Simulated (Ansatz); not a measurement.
Start from CdS in the zinc blende structure (space group F-43m, No. 216; a = 5.824 Å).

Perturbation: full substitution Cd → Zn; the structure is relaxed again.

Levels (all Ansatz, a first-principles code, PAW): PBEsol (420 eV, spin-orbit coupling left out); r2SCAN (500 eV, no spin-orbit coupling); HSE06 (420 eV, no spin-orbit coupling).

One geometry, relaxed with PBEsol, under each level:

Notes on the quantities. hole mass: degenerate bands, along [100].

```csv
level,band gap,lowest conduction level above the VBM at special points,electron mass,hole mass,pressure
PBEsol,2.09 eV,Γ 2.09 eV; X 3.17 eV; L 3.24 eV; K 3.95 eV,0.17 mₑ (at Γ),"0.18, 0.68, 0.68 mₑ (at Γ)",0.0 kbar
r2SCAN,(withheld),(withheld),(withheld),(withheld),(withheld)
HSE06,3.46 eV,Γ 3.46 eV; X 4.32 eV; L 4.61 eV,–,–,–
```

Task: Give the withheld r2SCAN results.

Result: 
- r2SCAN, band gap: 2.79 eV
- r2SCAN, lowest conduction level above the VBM at special points: Γ 2.79 eV; X 3.66 eV; L 3.86 eV; K 4.47 eV
- r2SCAN, electron mass: 0.20 mₑ (at Γ)
- r2SCAN, hole mass: 0.22, 0.66, 0.66 mₑ (at Γ)
- r2SCAN, pressure: 14.9 kbar

Single points use the geometry relaxed with PBEsol. Their cutoffs differ, which shifts pressures a little. Masses are band curvatures over ±0.01 Å⁻¹ around the edge. Whether these cells are dynamically stable was not tested.
